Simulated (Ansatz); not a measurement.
Pt: H interstitial (started 1.72 Å from the nearest host atom), symmetric start

The parent structure is a 12-atom supercell of Pt in the fcc (Cu type) structure (space group Fm-3m, No. 225; a = 3.970 Å) at its relaxed geometry.

Now apply this change: a neutral H interstitial (started 1.72 Å from the nearest host atom), symmetric start, atoms relaxed at fixed cell.

Calculations: plane-wave PAW DFT at the PBE level (Ansatz, an electronic-structure program, 420 eV), no spin-orbit coupling, earlier PAW set. k-mesh 7×5×7 (Γ-centred); smearing 0.05 eV (Fermi–Dirac).

The pressure grows by 5.6 GPa (-0.1 GPa → 5.5 GPa) and the largest displacement of a host atom from its site in the perfect cell amounts to 0.12 Å. The final site of the added atom is 4 Pt at 1.78–1.80 Å (tetrahedral).

Final structure:

```xyz
13
Lattice="0.0000 3.9701 3.9701 3.9701 -3.9701 3.9701 3.9701 3.9701 0.0000" Properties=species:S:1:pos:R:3 pbc="T T T"
Pt    -0.0641     0.0641    -0.0641
Pt     1.9909     1.9792     0.0004
Pt     2.0304     0.0213     2.0304
Pt     3.9488     1.9397     2.0304
Pt     4.0029    -0.0328     4.0029
Pt     5.9436     1.9966     3.9772
Pt     0.0004     1.9792     1.9909
Pt     1.9909     3.9697     1.9909
Pt     2.0304     1.9397     3.9488
Pt     3.9654     3.9748     3.9654
Pt     3.9772     1.9966     5.9436
Pt     5.9436     3.9630     5.9436
H      0.9630    -0.9630     0.9630
```

In so small a cell the defect repeats every few ångströms: this is an ordered compound, not a dilute defect. The defect started on the symmetric site and kept its symmetry, so it may sit on a saddle. All final runs are without spin polarisation. The defect cell is not spin-polarised.
